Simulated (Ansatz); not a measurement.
Results of PBE-D3(BJ) (PAW; Ansatz, a first-principles code) for Ge2Sb2Te5 (P-3m1, No. 164, 9 atoms in the cell; start mp-3534).

Settings: plane-wave cutoff 500 eV, 12×12×4 k mesh (along the axes of the cell as run), Fermi–Dirac smearing 0.05 eV, scalar-relativistic PAW data made under PBE.

Cell (relaxed at this level):

```
CELL_PARAMETERS angstrom
      4.23299     0.00000     0.00000
     -2.11649     3.66587     0.00000
      0.00000     0.00000    17.43461
ATOMIC_POSITIONS crystal
  Ge 0.00000 0.00000 0.34106
  Ge 0.00000 0.00000 0.65894
  Sb 0.33333 0.66667 0.11350
  Sb 0.66667 0.33333 0.88650
  Te 0.00000 0.00000 0.00000
  Te 0.33333 0.66667 0.78747
  Te 0.66667 0.33333 0.21253
  Te 0.33333 0.66667 0.42315
  Te 0.66667 0.33333 0.57685
```

Task: Predict the band gap.

Result: 
- band gap: 0.01 eV (under three smearing widths, so not firm)

Note: a distance lies near a switch of the dispersion term, which can move the cell; the relaxation could not lower the start's symmetry, so the cell can be a saddle point above a distorted one.

Spin–orbit coupling is not included; with these elements it can move the gap by several tenths of an eV or more.

The result took roughly 16 core-minutes.

A start named mp-… is a Materials Project structure, which need not be a measured phase.
